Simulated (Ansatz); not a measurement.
The starting structures come from a database of crystals and need not be the phases stable at ambient conditions.

Tunnelling through a barrier is set by its complex band structure: the current falls as exp(−2κd) with the smallest κ.

```
Cs2NaScF6
1.0
    6.35894     0.00000     0.00000
    0.00000     6.35894     0.00000
    3.17947    -3.17947     4.49645
Cs Na Sc F
2 1 1 6
Direct
  0.25000   0.25000   0.50000
  0.75000   0.75000   0.50000
  0.50000   0.50000   0.00000
  0.00000   0.00000   0.00000
  0.22856   0.22856   0.00000
  0.77144   0.77144   0.00000
  0.77144   0.22856   0.00000
  0.22856   0.77144   0.00000
  0.77144   0.22856   0.45712
  0.22856   0.77144   0.54288
```

Space group of this cell: Fm-3m. The cell is taken as given; by r2SCAN its mean pressure is -2.5 GPa.

Transport runs along the normal of the first two printed cell vectors, the (001) plane of the conventional cell.

The gap is the functional's own. No spin-orbit coupling. Mid-gap values are interpolated on the energy grid.

Task: Compute, with r2SCAN in Ansatz (a first-principles code), the band gap and the smallest decay constant κ at mid-gap.

Result: Gap 7.49 eV on a 8×8×8 mesh; κ = 0.526 1/Å, at the zone centre.
